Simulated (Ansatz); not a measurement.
The starting structures come from a database of crystals and need not be the phases stable at ambient conditions.

By PBEsol, the system below comes out a metal.

The ballistic (Sharvin) conductance counts the channels at the Fermi level: G/A = (e²/h) × channels of both spins per area.

Data:

```
CELL_PARAMETERS angstrom
      4.70166     0.00000     0.00000
      0.00000     5.06157     0.00000
      0.00000     2.53079     1.46115
ATOMIC_POSITIONS crystal
  Ag 0.75000 0.66667 0.00000
  Ag 0.25000 0.33333 0.00000
```

Space group of this cell: P6_3/mmc, hcp (Mg type). The cell is taken as given; by PBEsol its mean pressure is -4.3 GPa.

The current flows along the normal of the first two printed cell vectors, the (110) plane of the conventional cell. No spin-orbit coupling; the value is a mean over 0.1 eV about the Fermi level.

**Question.** State the ballistic conductance per area according to PBEsol (Ansatz, a program for electronic structure).

**Answer.** 0.93 × 10¹⁵ S/m² for both spins.
